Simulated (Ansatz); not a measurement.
**What uniaxial strain ε_zz = −3.00 % does to WSi2**

Start from WSi₂ (space group I4/mmm, No. 139; a = 3.185 Å, c = 7.773 Å; relaxed with 0.1 eV smearing). Axes: x, y, z lie along a, b, c of the conventional cell.

The change: uniaxial strain ε_zz = −3.00 %, all other strain components held at zero; the atoms relax in the strained cell.

The values are results of LDA (Ansatz, a quantum-chemistry and plane-wave program), spin-orbit coupling left out, not measurements. Γ-centred 25×25×25 mesh, Fermi–Dirac width 0.1 eV.

The shortest interatomic distance decreases by 0.0715 Å (2.571 Å → 2.499 Å) and the energy increases by 23 meV/atom. The band gap remains zero and the stress (xx, yy, zz, yz, xz, xy; compression positive) is (3.4, 3.4, 19.6, 0.0, 0.0, 0.0) GPa.

Final structure:

```
CELL_PARAMETERS angstrom
     -1.59264     1.59264     3.76997
      1.59264    -1.59264     3.76997
      1.59264     1.59264    -3.76997
ATOMIC_POSITIONS crystal
  Si 0.66572 0.66572 0.00000
  Si 0.33428 0.33428 0.00000
  W  0.00000 0.00000 0.00000
```

Stability against distortions was not tested. The final runs are not spin-polarised.
